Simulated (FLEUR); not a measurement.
Troubleshooting FLEUR: a failed run on I (P6/mmm, 3 atoms in the cell). The aim is a self-consistent single point with DFT, PBE, all-electron FLAPW (FLEUR), scalar-relativistic valence.

Cell that was meant: a = 5.8276 Å, b = 5.8276 Å, c = 3.5445 Å, α = 90.00°, β = 90.00°, γ = 120.00°.

Part of the input:

```xml
   </comment>
   <calculationSetup>
      <cutoffs Kmax="3.8" Gmax="15.2" GmaxXC="15.2" numbands="0"/>
      <scfLoop itmax="80" minDistance="0.00001" maxIterBroyd="15" imix="Broyden2" alpha="0.05" precondParam="0.0" spinf="2.0"/>
      <coreElectrons ctail="T" frcor="F" kcrel="0" coretail_lmax="0"/>
      <xcFunctional name="pbe" relativisticCorrections="F"/>
      <magnetism jspins="1"/>
```

Log, with long lists cut:

```
      Welcome to FLEUR        (www.flapw.de)
      MaX-Release 8.1          (www.max-centre.eu)

 ========== k-point set info ==========
 Selected k-point list: default-1
 k-point list type: mesh
 4 x 4 x 5
 Number of k points: 12

 ------------Calculation Setup---------------------------
           1           2           3           4           6          12
 Number of basis functions:          689
**************FLEUR-Error*****************
Error message: Broyden 1/2 method not implemented
Error from PE:0/1
 Last known location:
```

Q: From the messages shown, name the fault and mend the input.

A: The fault is an option that the input accepts and this version does not implement. The name passes the check of the input, and the program stops when it reaches the missing routine. To fix it, choose another option. The program stopped with an error.

The sound input it was made from differs as follows (other fixes are possible):
```diff
-      <scfLoop itmax="80" minDistance="0.00001" maxIterBroyd="15" imix="Broyden2" alpha="0.05" precondParam="0.0" spinf="2.0"/>
+      <scfLoop itmax="80" minDistance="0.00001" maxIterBroyd="15" imix="Anderson" alpha="0.05" precondParam="0.0" spinf="2.0"/>
```

With that input, the run converged in 18 iterations: total energy -581157.7648 eV; Fermi level (on the code's own zero) 5.46 eV (DFT, PBE, all-electron FLAPW (FLEUR), scalar-relativistic valence).

On the sound input: the starting cell was generated: these elements placed on a structure prototype, without a prior relaxation; it need not be a known phase or ordering of this composition. Values depend on the basis (sphere radii, cutoffs, local orbitals), which need not be converged.
